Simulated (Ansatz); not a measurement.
Defect: Al-vacancy pair (Al on one host Ga site, one Ga site vacant) in wurtzite GaN, charge state -3. Method: PBE, PAW (plane waves to 420 eV; Ansatz, a program for electronic structure).

Cell of 72 host sites held at the relaxed PBE lattice; one k-point at (0.125, 0.250, 0.250); Fermi-Dirac width 0.01 eV, spin-restricted; finite-size errors left in. Energies are static. The charge state is imposed; whether it is stable for some Fermi level was not computed. Forms of the defect that were not tried may lie lower.

Barriers: single points on a 2×2×2 k-point mesh shifted by half a step along c at the bands' geometries (they differ from the bands' own by up to 0.06 eV, and are uncertain by about as much).

A. one Ga atom jumps into the vacancy from a nearby Ga site (Al-vacancy distance between ideal sites 3.21 Å throughout); the atom moves 3.08 Å along (-0.32, -0.64, 0.48) of the unit cell; the moving atom starts with neighbours N at 1.87, N at 1.99, 2 N at 2.02 Å and ends with N at 1.87, N at 1.98, N at 1.99, N at 2.03 Å; saddle order not checked.
B. one Ga atom jumps into the vacancy from a nearby Ga site (Al-vacancy distance between ideal sites 3.21 Å throughout); the atom moves 3.08 Å along (0.96, 0.96, 0.00) of the unit cell; the moving atom starts with neighbours N at 1.87, 2 N at 1.99, N at 2.01 Å and ends with N at 1.87, 2 N at 1.99, N at 2.01 Å; saddle order not checked, on a symmetry element.
C. one Ga atom jumps into the vacancy from a nearby Ga site (Al-vacancy distance between ideal sites 3.21 → 4.55 Å); the atom moves 3.11 Å along (0.00, -0.97, 0.00) of the unit cell; the moving atom starts with neighbours N at 1.87, 2 N at 1.98, N at 2.00 Å and ends with N at 1.87, N at 1.98, N at 1.99, N at 2.00 Å; saddle order not checked.

A band can be held on a symmetry element, so unchecked saddle points there may be too high.

**Question.** Put the candidates in order of forward barrier, lowest first, for PBE, PAW.

**Answer.** A (1.90 eV), B (2.11 eV), C (2.24 eV)
